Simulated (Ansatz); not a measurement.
Results of LDA (PAW; Ansatz, a first-principles code) for cubic perovskite KZnF₃.

Settings: plane-wave cutoff 520 eV, 8×8×8 k mesh, Fermi–Dirac smearing 0.01 eV, scalar-relativistic PAW data made under PBE.

A third-order Birch–Murnaghan fit to the energies gives V0 = 12.544 Å³/atom, B0 = 95.6 GPa, B′ = 4.7.

```json
[
 {"V (Å³/atom)": "11.789", "P (GPa)": "(withheld)"},
 {"V (Å³/atom)": "12.040", "P (GPa)": "4.32"},
 {"V (Å³/atom)": "12.291", "P (GPa)": "2.04"},
 {"V (Å³/atom)": "12.542", "P (GPa)": "0.02"},
 {"V (Å³/atom)": "12.793", "P (GPa)": "(withheld)"},
 {"V (Å³/atom)": "13.044", "P (GPa)": "(withheld)"},
 {"V (Å³/atom)": "13.294", "P (GPa)": "(withheld)"}
]
```

### Question
Estimate the withheld pressures from this fit; the answers are the runs' own values.

### Answer

- 11.789, P (GPa): 6.87
- 12.793, P (GPa): -1.79
- 13.044, P (GPa): -3.40
- 13.294, P (GPa): -4.84

The formula P = (3/2) B0 (x^(7/3) − x^(5/3)) [1 + (3/4)(B′ − 4)(x^(2/3) − 1)] with x = V0/V meets the computed pressures within 0.01 GPa when these rounded values are put in.

Measured, for comparison: bulk modulus 80 GPa (temperature not stated, not corrected to a static lattice, (C11+2C12)/3; as tabulated in Vaitheeswaran et al. (2016), arXiv:1609.00541); equilibrium volume per atom 13.34 Å³/atom (room temperature, not corrected to a static lattice; as tabulated in Dubrovin et al. (2021), arXiv:2110.13026). Computed (rounded) less measured: bulk modulus +19 %, equilibrium volume per atom -6.0 %.

The computed numbers hold no vibrational or temperature effects.
